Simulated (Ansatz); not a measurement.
## BP, response to strain

Base system: BP in the zinc blende structure (space group F-43m, No. 216; a = 4.520 Å). Axes: x, y, z lie along the cube axes.

Strains are applied to the cell and any free atomic positions relax; under biaxial strain the out-of-plane vector relaxes too; under stress the whole cell relaxes.

Level of theory: Kohn–Sham DFT with the PBEsol functional, run in Ansatz (an electronic-structure program) with PAW and 420 eV plane waves, no spin-orbit coupling.

Notes on the quantities. energy relative to the base: free energy F.

```json
[
 {"case": "base", "band gap": "1.11 eV", "smallest direct gap": "3.38 eV", "energy relative to the base": "0 meV/atom", "gap character": "–", "shortest interatomic distance": "1.957 Å"},
 {"case": "biaxial strain −0.91 %, plane normal [001], relaxed out of plane", "band gap": "0.99 eV", "smallest direct gap": "3.33 eV", "energy relative to the base": "+2.4 meV/atom", "gap character": "indirect, Γ → Γ–X (84 % along)", "shortest interatomic distance": "1.948 Å"},
 {"case": "biaxial strain +1.79 %, plane normal [001], relaxed out of plane", "band gap": "0.77 eV", "smallest direct gap": "3.08 eV", "energy relative to the base": "+8.7 meV/atom", "gap character": "indirect, Γ → Γ–M (79 % along)", "shortest interatomic distance": "1.975 Å"},
 {"case": "uniaxial strain ε_zz = −5.10 %", "band gap": "0.25 eV", "smallest direct gap": "2.96 eV", "energy relative to the base": "+34 meV/atom", "gap character": "indirect, Γ → Γ–M (84 % along)", "shortest interatomic distance": "1.925 Å"},
 {"case": "uniaxial strain ε_zz = −1.63 %", "band gap": "0.84 eV", "smallest direct gap": "3.24 eV", "energy relative to the base": "+3.3 meV/atom", "gap character": "indirect, Γ → Γ–M (84 % along)", "shortest interatomic distance": "1.947 Å"},
 {"case": "uniaxial stress, 2 GPa tension along z", "band gap": "1.08 eV", "smallest direct gap": "3.34 eV", "energy relative to the base": "+0.5 meV/atom", "gap character": "indirect, Γ → Γ–X (78 % along)", "shortest interatomic distance": "1.960 Å"}
]
```

Stability under load was not tested beyond the relaxation. The zero or small gap of BP under uniaxial strain ε_zz = −5.10 % can change with the level of theory. k-point labels follow each cell's own Brillouin zone.
